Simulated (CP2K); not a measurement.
**A series of runs on Ga2O3 (R-3c, 10 atoms in the cell)**

```
CELL_PARAMETERS angstrom
      5.21706     0.00000     0.00000
      2.92537     4.31971     0.00000
      2.92537     1.55196     4.03129
ATOMIC_POSITIONS crystal
  Ga 0.85559 0.85559 0.85559
  Ga 0.14441 0.14441 0.14441
  Ga 0.64441 0.64441 0.64441
  Ga 0.35559 0.35559 0.35559
  O  0.75000 0.44684 0.05316
  O  0.25000 0.55316 0.94684
  O  0.05316 0.75000 0.44684
  O  0.94684 0.25000 0.55316
  O  0.44684 0.05316 0.75000
  O  0.55316 0.94684 0.25000
```

Base run A: PBE, GPW, DZVP-MOLOPT-SR-GTH basis, GTH-PBE potentials (GTH_POTENTIALS) (CP2K), self-consistent single point.

Its settings: CUTOFF = 600 Ry; REL_CUTOFF = 60 Ry; KPOINTS/SCHEME = MONKHORST-PACK 4 4 4; GAMMA_CENTERED = T; XC_FUNCTIONAL = PBE; Ga/BASIS_SET = DZVP-MOLOPT-SR-GTH-q13; Ga/POTENTIAL = GTH-PBE-q13; O/BASIS_SET = DZVP-MOLOPT-SR-GTH-q6; O/POTENTIAL = GTH-PBE-q6; METHOD = GPW; EPS_DEFAULT = 1e-10; NGRIDS = 5; SCF_GUESS = ATOMIC; EPS_SCF = 1e-07; MAX_SCF = 100; ADDED_MOS = 15; MIXING/METHOD = BROYDEN_MIXING; MIXING/ALPHA = 0.3; MIXING/NBUFFER = 12; MIXING/BETA = 1.5 1/bohr.

The starting cell comes from a database of computed structures (which also holds hypothetical and non-ambient phases and stackings), without a prior relaxation at this level. Its lattice was rescaled by a random factor within 2.5 % of one. Values carry the incompleteness of an atom-centred basis. In the base run, with a pressure of about 29 GPa the cell is away from its equilibrium volume at this level.

ΔF is the free energy per atom less that of run A. 

Runs B sample the zone with one or two k-points, far too few for so small a cell.

```tsv
run	KPOINTS/SCHEME, GAMMA_CENTERED	ΔF (meV/atom)	pressure (GPa)	largest force (eV/Å)	gap on the mesh (eV)	k-points
A	MONKHORST-PACK 4 4 4, T	0.00	29.44	0.043	3.483	36
B	default, default	242.3	25.28	0.389	3.635	1
C	MONKHORST-PACK 2 2 2, T	9.7	29.07	0.050	3.575	8
D	MONKHORST-PACK 3 3 3, default	0.54	29.39	0.042	3.498	14
```

Run C against A: The free energy goes up by 9.7 meV/atom, the pressure goes from 29.44 to 29.07 GPa, the largest force goes from 0.043 to 0.050 eV/Å and the gap on the mesh goes from 3.483 to 3.575 eV.

Run B against A: The free energy rises by 242 meV/atom, the pressure goes from 29.44 to 25.28 GPa, the largest force goes from 0.043 to 0.389 eV/Å and the gap on the mesh goes from 3.483 to 3.635 eV.

Run D against A: The free energy stays essentially unchanged (within 1 meV/atom), the pressure hardly changes (29.44 to 29.39 GPa), the largest force hardly changes (0.043 to 0.042 eV/Å) and the gap on the mesh goes from 3.483 to 3.498 eV.
